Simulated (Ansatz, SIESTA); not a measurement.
## AlNi (P1, 2 atoms in the cell) computed with different codes at matched settings

Self-consistent single point, at a second geometry (atoms moved at random). First geometry:

```yaml
crystal:
  lattice:
    - [1.97689, -1.99167, 0.00000]
    - [1.97689, 1.99167, 0.00000]
    - [0.00000, 0.00000, 3.16049]
  atoms:
    - { symbol: Al, position: [0.00000, 0.00000, 0.00000] }
    - { symbol: Ni, position: [0.50000, 0.50000, 0.50000] }
```

Second geometry:
```
CELL_PARAMETERS angstrom
      1.97689    -1.99167     0.00000
      1.97689     1.99167     0.00000
      0.00000     0.00000     3.16049
ATOMIC_POSITIONS crystal
  Al 0.99472 0.98414 0.00233
  Ni 0.50528 0.51586 0.49767
```

Shared settings, as Ansatz (an electronic-structure program) writes them: kpoints.mp_grid.grid = 15 15 14; scf.occupations.method = fermi_dirac; scf.occupations.width = 0.0037 Ry. Potentials and cutoffs stand in the table.

| code | model | ΔF from the first geometry (meV/atom) | pressure (GPa) | largest force (eV/Å) | cutoff |
|---|---|---|---|---|---|
| SIESTA | LDA PW92, numerical atomic orbitals DZP, PseudoDojo LDA standard norm-conserving potentials (rewritten from UPF to PSML) | 9.0 | -16.18 | 0.386 | grid 350 Ry |
| Ansatz | LDA (PW92), PAW files made with PBE | 9.4 | -12.99 | 0.396 | default |

Size of the force on each atom (eV/Å): Sizes of forces hide their directions.

```tsv
code	Al1	Ni2
SIESTA	0.386	0.382
Ansatz	0.396	0.396
```

On Ansatz's run: spin polarisation is off.

The spread over the programs that give each value: ΔF from the first geometry within 0.4 meV/atom; pressure within 3.19 GPa; largest force within 0.010 eV/Å.

SIESTA uses small atom-centred bases, whose incompleteness enters pressures, forces and empty levels differently from a plane-wave cutoff. Ansatz's pressure is given at a fixed set of plane waves, as the other plane-wave codes print theirs; with its correction for the finite basis it is -12.94 GPa.

The starting cell comes from a database of computed structures (which also holds hypothetical and non-ambient phases and stackings), without a prior relaxation at this level. Its lattice was rescaled by a random factor within 2.5 % of one. For this run, on top of that: atoms moved at random.

Keys are those of Ansatz 0.2.
